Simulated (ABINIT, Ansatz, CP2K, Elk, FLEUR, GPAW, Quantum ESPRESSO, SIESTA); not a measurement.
## One structure in several programs: SrO (Fm-3m, 2 atoms in the cell)

Self-consistent single point.

```
SrO
1.0
    0.00000     2.58000     2.58000
    2.58000     0.00000     2.58000
    2.58000     2.58000     0.00000
Sr O
1 1
Direct
  0.00000   0.00000   0.00000
  0.50000   0.50000   0.50000
```

All programs got the same cell, k-point mesh and kind of occupations (in Ansatz's words: kpoints.mp_grid.grid = 8 8 8; scf.occupations.method = fermi_dirac; scf.occupations.width = 0.05 eV); potentials, basis and cutoffs are each program's usual ones.

```
code                                                                                                                                model  pressure (GPa)  gap on the mesh (eV)  k-points           cutoff
----------------  -----------------------------------------------------------------------------------------------------------------------  --------------  --------------------  --------  ---------------
CP2K                                                              PBE, GPW, DZVP-MOLOPT-SR-GTH basis, GTH-PBE potentials (GTH_POTENTIALS)            2.82                 3.410       260      grid 500 Ry
SIESTA            GGA PBE, numerical atomic orbitals DZP, PseudoDojo PBE standard norm-conserving potentials (rewritten from UPF to PSML)            4.39                 3.145       296      grid 350 Ry
FLEUR                                                                        PBE, all-electron FLAPW (FLEUR), scalar-relativistic valence               –                 3.327        29  Kmax 3.8 1/bohr
Elk                                                                 PBE, all-electron FP-LAPW, Elk's shipped species files, LAPW+lo basis               –                 3.330        29         rgkmax 8
ABINIT                                                           PBE, norm-conserving pseudopotentials (PseudoDojo nc-sr-05 PBE standard)            1.58                 3.327        29            84 Ry
GPAW                                                                                         PBE, GPAW PAW datasets PBE (gpaw-data 1.0.1)               –                 3.366        29           950 eV
Quantum ESPRESSO                                                                           PBE, GBRV 1.5 ultrasoft (PBE) pseudopotentials            1.84                 3.328        29            40 Ry
Ansatz                                                                                                             PBE, default PAW files            1.43                 3.318        29          default
```

A dash marks a value that a program does not give, or that is left out as unsure.

Gaps are read on the mesh.

The spread over the programs that give each value: pressure within 2.96 GPa; gap on the mesh within 0.265 eV.

The starting cell has typed, rounded lattice constants, without a prior relaxation at this level.

Task: Why do the programs differ, and what cannot be compared?

Result: Differences of this kind can come from the potentials, where these differ, and from what each basis and cutoff leave unconverged. The zero of total energies and Fermi levels follows the potentials and each program's conventions, so they are not compared here. CP2K and SIESTA use small atom-centred bases, whose incompleteness enters pressures, forces and empty levels differently from a plane-wave cutoff. FLEUR and Elk treat all electrons, but the usual bases taken here (sphere radii, linearisation, local orbitals, empty states) were not tested for convergence, so the values are no reference for the others. Ansatz's pressure is given at a fixed set of plane waves, as the other plane-wave codes print theirs; with its correction for the finite basis it is 1.79 GPa (the shift of 0.36 GPa shows how far the cutoff is from converged). The pressure of GPAW is left out: its cutoff lies under the one at which its stress was checked. The programs reduce the same mesh by symmetry to different extents, which changes the work and not the result. In the pressure, CP2K (by 1.24) and SIESTA (by 2.81) lie more than 1 GPa from the median of the plane-wave programs. In the gap, SIESTA (by 0.183) lies more than 0.12 eV from the median of the plane-wave programs.

Ansatz is a program for electronic structure.

Keys are those of Ansatz 0.2.
